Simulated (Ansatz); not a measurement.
For MgS (P6₃mc, No. 186, 4 atoms in the cell; start mp-1185942; another space group than a measured phase of this formula), LDA in Ansatz (PAW) gives:

equilibrium lattice constant a: 3.985 Å
c axis length: 6.360 Å
cohesive energy: 4.28 eV/atom
band gap: 3.35 eV

### Question
What does r²SCAN+rVV10 (Ansatz, a first-principles code, plane waves, PAW) give for the same quantities?

### Answer

- lattice constant a: 4.019 Å (increases by 0.9 %)
- lattice parameter c: 6.433 Å (goes up by 1.1 %)
- cohesive energy: 4.10 eV/atom (decreases by 0.18 eV/atom)
- band gap: 4.12 eV (rises by 0.77 eV)

Changes are worked out from the printed values.

Unless a cell is named, each level is at its own relaxed cell (LDA 21.86, r²SCAN+rVV10 22.49 Å³/atom).

Density-functional gaps are differences of (generalised) Kohn–Sham levels.

Caveats: the relaxation could not lower the start's symmetry, so the cell can be a saddle point above a distorted one (LDA, r²SCAN+rVV10). Ansatz's density-functional and Hartree–Fock values are scalar-relativistic unless marked +SOC, with PAW data made under PBE.

A start named mp-… is a Materials Project structure, which need not be a measured phase.
